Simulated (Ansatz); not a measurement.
## A series of runs on KTa3 (P6_3/mmc, 8 atoms in the cell)

KTa3 has the hexagonal space group P6₃/mmc (No. 194), Pearson symbol hP8. Cell: a = b = 6.8155 Å, c = 5.4665 Å, α = β = 90.00°, γ = 120.00°. Ta on 6h sees 6 Ta at 3.288–3.328 Å and 2 Ta at 3.528 Å and 4 K at 3.408 Å (anticuboctahedral). K on 2c is coordinated by 12 Ta at 3.408 Å (anticuboctahedral). (Neighbours: up to the widest gap in distance over summed covalent radii, below 1.35, at either atom.)

Base run A: LDA (PW92), default PAW files made with PBE in Ansatz (a first-principles code), self-consistent single point.

Its settings: kpoints.mp_grid.grid = 5 5 5; hamiltonian.xc = lda; hamiltonian.pseudopotentials = {kind: paw} (the program's default PAW files); scf.occupations.method = cold; scf.occupations.width = 0.01 Ry.

The starting cell was generated: these elements placed on a structure prototype, without a prior relaxation; it need not be a known phase or ordering of this composition. Spin polarisation is off. In the base run, with a pressure of about -21 GPa the cell is away from its equilibrium volume at this level. In the base run, forces exceed 1 eV/Å. Ansatz's pressure includes its estimate of the finite-basis (Pulay) stress.

ΔF is the free energy per atom less that of run A. 

Runs:
- B: scf.mixing.preconditioner: default (the program chose Kerker) → none
- C: scf.mixing.preconditioner: default (the program chose Kerker) → kerker
- D: scf.mixing.preconditioner: default (the program chose Kerker) → kerker_dos
- E: scf.mixing.preconditioner: default (the program chose Kerker) → resta; scf.mixing.eps_inf: default → 10
- F: scf.mixing.preconditioner: default (the program chose Kerker) → ldos
- G: scf.mixing.preconditioner: default (the program chose Kerker) → local_kerker
- H: scf.mixing.preconditioner: default (the program chose Kerker) → kerker; scf.mixing.q_tf: default → 0.2
- I: scf.mixing.preconditioner: default (the program chose Kerker) → kerker; scf.mixing.q_tf: default → 0.5
- J: scf.mixing.preconditioner: default (the program chose Kerker) → kerker; scf.mixing.q_tf: default → 1.5

```csv
run,ΔF (meV/atom),pressure (GPa),largest force (eV/Å),iterations
A,0.00,-21.28,1.866,7
B,0.00,-21.28,1.866,7
C,0.00,-21.28,1.866,7
D,0.00,-21.28,1.866,8
E,0.00,-21.28,1.866,6
F,0.00,-21.28,1.866,7
G,0.00,-21.28,1.866,7
H,0.00,-21.28,1.866,7
I,0.00,-21.28,1.866,7
J,0.00,-21.28,1.866,6
```

Runs B, C, D, E, F, G, H, I, J reached the same state as A (within 1 meV/atom).

Keys are those of Ansatz 0.2.
